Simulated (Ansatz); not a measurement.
**Input and output of a self-consistent single point for BiB (C2/c, 4 atoms in the cell) (Ansatz, a quantum-chemistry and plane-wave program)**

Level of theory: PBEsol, default PAW files made with PBE (plane waves; Ansatz).

Input as run:

Ansatz 0.2 input:
```yaml
# BiB
crystal:
  lattice:
    - [3.112516, -2.274582, 0.000000]
    - [3.112516, 2.274582, 0.000000]
    - [-1.129730, 0.000000, 6.722166]
  atoms:
    - { symbol: B, position_ang: [1.556258, 1.137291, 0.000000] }
    - { symbol: B, position_ang: [0.991393, -1.137291, 3.361083] }
    - { symbol: Bi, position_ang: [2.830083, -0.371212, 1.680541] }
    - { symbol: Bi, position_ang: [2.265219, 0.371212, 5.041624] }
kpoints:
  mp_grid: { grid: [7, 7, 4], shift: [0.5, 0.5, 0.5] }
hamiltonian:
  xc: pbesol
  pseudopotentials: { kind: paw }
scf:
  occupations: { method: fermi_dirac, width: 0.1 eV }
output:
  forces: true
  eigenvalues: true
  stress: true
```

Log, with long lists cut:

```
WARN the atoms were moved onto the symmetric positions of the space group found under crystal.symmetry.tolerance 1.0e-5 (fractional …
WARN basis.ecutwfc = 420 eV, the default
WARN ansatz: RAYON_NUM_THREADS=1 ignored (pool sized by the plan → 1); use --threads N
Pseudopotentials: kind: paw
Pseudopotential: B, paw, valence charge 3
Pseudopotential: Bi, paw, valence charge 15
Crystal: 4 atoms, lattice volume = 95.181 Å³
Basis set: ecut = 420 eV, 1881 PW (Γ), exchange–correlation on 54×54×96 points (8 copies of the dense FFT grid, shifted against one another)
Bands: 22, of which v1, the nominal top of the filled ones, is band 18 counted from 1 (17 counted from 0)
Symmetry: 4 space group operations
Space group: C2/c (ITA 15), of the structure as read, at distance tolerance 4.6e-5 Å
k-points: 56 of 196
PAW frozen core: B, regenerated for the run's functional, and the local potential with it
PAW frozen core: Bi, regenerated for the run's functional, and the local potential with it
Initial density: superposition of atomic densities (neutral atoms: chi_scale 0, normalization atom), corrected by the library's trained network
Initial wavefunctions: pseudopotential atomic-orbital guess
Eigensolver: davidson
Functional: x = pbesol(κ = 0.804, μ = 0.12345679012345678), c = pbesol(β = 0.046)
SCF iter   1: F=—  HF=-24783.478967 eV  |F-HF|=—  |Δ(HF+E_count)|=         —  Δρ=4.59e-3  dr2=2.49e-2  ethr=1.77e-3  ⟨swp⟩=5.9  Hψ=5887  notcnv=0
all-band conjugate gradients solve this SCF's bands
preconditioner: auto → Kerker (q_TF=auto, 2.320 Å⁻¹)
SCF iter   2: F=—  HF=-24783.472575 eV  |F-HF|=—  |Δ(HF+E_count)|=   6.39e-3  Δρ=2.56e-3  dr2=7.98e-3  ethr=6.92e-5  ⟨swp⟩=1.0  Hψ=1681  notcnv=0
SCF iter   3: F=—  HF=-24783.470410 eV  |F-HF|=—  |Δ(HF+E_count)|=   2.16e-3  Δρ=5.40e-4  dr2=4.43e-4  ethr=2.22e-5  ⟨swp⟩=2.2  Hψ=1771  notcnv=0
SCF iter   4: F=—  HF=-24783.470312 eV  |F-HF|=—  |Δ(HF+E_count)|=   9.81e-5  Δρ=1.92e-4  dr2=7.90e-5  ethr=1.23e-6  ⟨swp⟩=2.5  Hψ=2296  notcnv=0
SCF iter   5: F=—  HF=-24783.470282 eV  |F-HF|=—  |Δ(HF+E_count)|=   2.95e-5  Δρ=7.91e-5  dr2=7.12e-6  ethr=2.20e-7  ⟨swp⟩=2.2  Hψ=1654  notcnv=0
SCF iter   6: F=—  HF=-24783.470284 eV  |F-HF|=—  |Δ(HF+E_count)|=   1.23e-6  Δρ=1.80e-5  dr2=2.68e-7  ethr=1.98e-8  ⟨swp⟩=3.0  Hψ=2362  notcnv=0
SCF iter   7: F=-24783.470284 eV  HF=-24783.470284 eV  |F-HF|=4.51e-10  |Δ(HF+E_count)|=   1.00e-8  Δρ=3.69e-6  dr2=1.60e-8  ethr=2.78e-10  ⟨swp⟩=6.1  Hψ=5820  notcnv=0
SCF 1 converged in 7 iterations: F = -24783.470284 eV  dr2 = 1.60e-8
SCF converged after 7 iterations
Free energy (F): -24783.470284 eV
Harris-Foulkes:  -24783.470284 eV  (|F-HF|=4.51e-10)
Internal energy: -24783.387097 eV  (E = F + TS)
E sigma→0 (E₀):  -24783.428690 eV
Entropy (-TS):   -0.083186 eV (-20.797 meV/atom)
Fermi energy:    8.198317 eV
--- Per-component energies (eV) ---
  E_band       = -243.609298
  E_kinetic    = 679.348683
  E_local      = -3297.397031  (includes V_loc(G=0)·N_el)
  E_nonlocal   = 1152.423794
  E_hartree    = 1078.353516
  E_xc         = -355.981483
  E_vxc        = -353.477476  (∫ρ·V_xc dr)
  E_paw        = -21170.687367  (= ΣΔE_a)
  E_vpaw       = -581.209807  (= ΣTr[D̂ρ^β])
  E_aug_tail   = -0.000915  (compensation charges beyond the density's cutoff)
  E_ewald      = -2869.655220
  E_core_change = 0.208926  (= ΣΔE_core)
  E_smearing   = -0.083186  (= −TS)
  E_closure    = 0.000000  (closes the sum)
  Σ components = -24783.470284   (vs F -24783.470284, Δ=0.00e0)
--- Forces (eV/Å), atoms counted from 1 ---
  atom   1  B      0.00000000     0.00000000     0.00000000
  atom   2  B      0.00000000     0.00000000     0.00000000
  atom   3  Bi     0.00000000     0.14173277     0.00000000
  atom   4  Bi     0.00000000    -0.14173277     0.00000000
  max |Σ_I F_I| component: 7.89e-31 eV/Å
--- Stress (GPa, compression-positive) ---
       -8.310695       0.000000      -1.688747
        0.000000      -7.819682       0.000000
       -1.688747       0.000000      -6.204881
  P = ⅓ Tr σ = -7.4451 GPa (-74.451 kbar)
  The stress holds the Pulay correction. Without it, at fixed plane waves, as pw.x and ABINIT print it: P = -7.4961 GPa
--- Band table (eV; the first three rows and the last of 56) ---
  k-point 0: bands = ["-14.6270", "-14.5832", "-14.5801", "-14.5740", "-14.5546", "-14.5415", "-14.5276", "-14.5240", "-14.5221", "-14.4995", "-4.6034", "-2.8809", "0.9800", "5.5688", "6.7995", "6.8317", "7.8745", "9.3748", "9.4647", "9.6699", [...]
  k-point 1: bands = ["-14.6081", "-14.5834", "-14.5827", "-14.5749", "-14.5589", "-14.5428", "-14.5280", "-14.5245", "-14.5235", "-14.5066", "-4.2156", "-3.6313", "2.3860", "4.1131", "6.5133", "6.9242", "8.5272", "8.6730", "9.1171", "10.0345", [...]
  k-point 2: bands = ["-14.6081", "-14.5860", "-14.5810", "-14.5740", "-14.5555", "-14.5434", "-14.5291", "-14.5246", "-14.5237", "-14.5078", "-4.2905", "-3.5252", "2.2508", "4.1489", "6.7432", "6.9157", "8.2191", "8.5730", "9.3433", "9.8393", [...]
  k-point 55: bands = ["-14.6064", "-14.5940", "-14.5687", "-14.5549", "-14.5451", "-14.5424", "-14.5305", "-14.5070", "-14.5036", "-14.4917", "-2.4951", "-1.9242", "1.5295", "2.0661", "4.8578", "5.1879", "5.4159", "7.2488", "7.6612", "8.0143", [...]
```

The run converged in 7 iterations.

The starting cell was generated: these elements placed on a structure prototype, without a prior relaxation; it need not be a known phase or ordering of this composition. Spin-orbit coupling is off. With a pressure of about -7 GPa the cell is away from its equilibrium volume at this level. Ansatz's pressure includes its estimate of the finite-basis (Pulay) stress.
